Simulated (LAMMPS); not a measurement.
Molecular dynamics of a melt made from Si (diamond structure), 17576 atoms, at 1860 K and 0 GPa, brought to that temperature within a few picoseconds.

All values are model results, not measurements: classical MD, pair style tersoff/mod/c, file Si.tersoff.modc, run in LAMMPS.

**Question.** What does the simulation give for the state found, the mean frequency of the vibrational (phonon) density of states, the enthalpy per atom?

**Answer.** state found: liquid; mean frequency of the vibrational (phonon) density of states: 9.6 THz; enthalpy per atom: -3.8280 ± 0.0006 eV/atom.
